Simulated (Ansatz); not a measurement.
Hypothetical Pm-3m WC: pressure series

Take WC (space group Pm-3m, No. 221; a = 4.185 Å; a hypothetical phase, not in the database extracts checked) as the base.

Cell and atoms are relaxed at each pressure.

Level of theory: Kohn–Sham DFT with the PBEsol functional, run in Ansatz (a quantum-chemistry and plane-wave program) with PAW and 420 eV plane waves, without spin-orbit coupling.

| P (GPa) | V (Å³/atom) |
|---|---|
| -2.00 | 12.296 |
| -1.00 | 12.256 |
| 0.30 | 12.204 |
| 0.70 | 12.189 |
| 1.49 | 12.158 |
| 2.99 | 12.101 |
| 5.00 | 12.027 |
| 7.50 | 11.937 |
| 10.00 | 11.851 |

A third-order Birch–Murnaghan fit to these points gives V₀ = 12.22 Å³/atom, B₀ = 310 GPa and B₀′ = 4.0. At pressure 10 GPa the volume is 97.0 % of V₀.

Load acts through the strain it causes; cell and atoms are relaxed under it. Stability against distortions was not tested. No other phases were tried under pressure. All final runs are without spin polarisation.
